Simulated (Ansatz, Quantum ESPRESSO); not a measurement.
# Rb₃Ba (I4/mmm, 4 atoms in the cell) computed with different codes at matched settings

Self-consistent single point.

```yaml
crystal:
  lattice:
    - [-3.38259, 3.38259, 7.39567]
    - [3.38259, -3.38259, 7.39567]
    - [3.38259, 3.38259, -7.39567]
  atoms:
    - { symbol: Rb, position: [0.75000, 0.25000, 0.50000] }
    - { symbol: Rb, position: [0.25000, 0.75000, 0.50000] }
    - { symbol: Rb, position: [0.50000, 0.50000, 0.00000] }
    - { symbol: Ba, position: [0.00000, 0.00000, 0.00000] }
```

Shared settings, as Ansatz (a program for electronic structure) writes them: kpoints.mp_grid.grid = 5 5 5; magnetization.spin_orbit = true; scf.occupations.method = fermi_dirac; scf.occupations.width = 0.1 eV. Potentials and cutoffs stand in the table.

```json
[
 {"code": "Ansatz", "model": "PBEsol with spin-orbit coupling, PAW files made with PBE", "pressure (GPa)": "-0.28", "cutoff": "default"},
 {"code": "Quantum ESPRESSO", "model": "PBEsol, spin-orbit coupling, PseudoDojo fully relativistic norm-conserving (PBESOL) pseudopotentials", "pressure (GPa)": "-0.28", "cutoff": "60 Ry"}
]
```

The spread over the programs that give each value: pressure within 0.00 GPa.

Ansatz's pressure is given at a fixed set of plane waves, as the other plane-wave codes print theirs.

The starting cell comes from a database of computed structures (which also holds hypothetical and non-ambient phases and stackings), without a prior relaxation at this level. Its lattice was rescaled by a random factor within 2.5 % of one.

Left out of this page: SIESTA (not drawn, or without a comparable value).

Keys are those of Ansatz 0.2.
